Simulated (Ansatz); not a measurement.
Base system: BP in the zinc blende structure (space group F-43m, No. 216; a = 4.5202 Å). Axes: x, y, z lie along the cube axes.

Now apply this change: the cell is stretched by 2.50 % along z with no lateral relaxation, atoms relaxed at fixed cell.

The values are results of Ansatz (a first-principles code) PBEsol, no SOC, not measurements.

Task: Give the band edges at the high-symmetry points of the new zone, measured from its valence-band maximum.

Result: 
```tsv
point	valence edge (eV)	conduction edge (eV)
Γ	0.00	3.22
X	-4.23	1.08
P	-5.51	4.91
N	-1.67	3.48
M	-4.00	1.35
S	-3.33	2.24
S₀	-3.33	2.24
R	-5.55	5.16
G	-5.55	5.16
```

The gap is 0.98 eV, indirect, Γ → Γ–X (78 % along).

The cells carry an imposed strain or load. Whether these cells are dynamically stable was not tested. k-point labels follow each cell's own Brillouin zone.
